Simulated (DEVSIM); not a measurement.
illuminated Si n-on-p cell, one wavelength, with a back-surface field

System: illuminated Si n-on-p cell, one wavelength, with a back-surface field, at 300 K.

```
layer (left to right)  material  thickness (μm)  Nd (cm⁻³)  Na (cm⁻³)  τn (s)  τp (s)  absorption coefficient (cm⁻¹)
---------------------  --------  --------------  ---------  ---------  ------  ------  -----------------------------
1                            Si           0.170     8.6e18          -  4.2e-5  2.4e-5                           4400
2                            Si             100          -     2.5e15  5.6e-5  5.6e-5                           4400
3                            Si           0.490          -     2.2e17  5.6e-5  5.6e-5                           4400
```

Left contact: ohmic, minority hole recombination velocity 30 cm/s. Right contact: ohmic, minority electron recombination velocity 1e6 cm/s. Voltage is applied to the left contact. Recombination: SRH at mid-gap, radiative, Auger. Light enters at the left, 3.3e17 photons cm⁻² s⁻¹, one pass, no reflection. Mobility is μmin + (μ − μmin)/(1 + (N/Nref)^α).

This is a model device: material constants are rounded textbook-type values typed into the input, and sizes, dopings and lifetimes were drawn at random. Values at 300 K.

```tsv
parameter	Si
gap (eV)	1.124
affinity (eV)	4.05
permittivity	11.7
Nc (cm⁻³)	2.86e19
Nv (cm⁻³)	3.1e19
μn (cm²/Vs)	1417
μp (cm²/Vs)	470
μn,min	52
μp,min	45
Nref,n	9.7e16
Nref,p	2.2e17
αn	0.68
αp	0.72
B (cm³/s)	4.7e-15
Cn (cm⁶/s)	2.8e-31
Cp (cm⁶/s)	9.9e-32
```

Model (solved in DEVSIM): 1D drift-diffusion, Boltzmann statistics, complete ionisation; no tunnelling, impact ionisation, image-force lowering or self-heating.

```yaml
potential_step_across_the_device_at_zero_bias: 0.965 V
Dark forward voltage at 1 A/cm²: 0.661 V
Dark forward voltage at 100 A/cm²: 0.840 V
short_circuit_current: 52.5 mA/cm²
open_circuit_voltage: 0.575 V
fill_factor: 0.82
largest_power: 24.8 mW/cm²
share_of_generated_pairs_collected_at_short_circuit: 0.993
```

Dark forward current:

```csv
V (V),J (A/cm²)
-0.05,-2.3e-10
-0.10,-1.1e-9
-0.15,-5.6e-9
-0.20,-3.2e-8
-0.25,-2.0e-7
-0.30,-1.3e-6
-0.35,-9.0e-6
-0.40,-6.2e-5
-0.45,-0.00043
-0.50,-0.0029
-0.60,-0.13
-0.65,-0.73
-0.70,-3.3
-0.75,-13
-0.80,-42
-0.85,-130
-0.90,-340
-0.95,-770
-1.00,-1400
-1.05,-2200
```

Current under light (generator sign):

```
V (V)  J (mA/cm²)
-----  ----------
0.00         52.5
0.08         52.5
0.16         52.5
0.24         52.5
0.32         52.5
0.42         52.3
0.44         52.2
0.46         51.8
0.48         51.1
0.50         49.4
0.52         45.9
0.54         38.4
0.56         22.3
0.58        -11.5
```
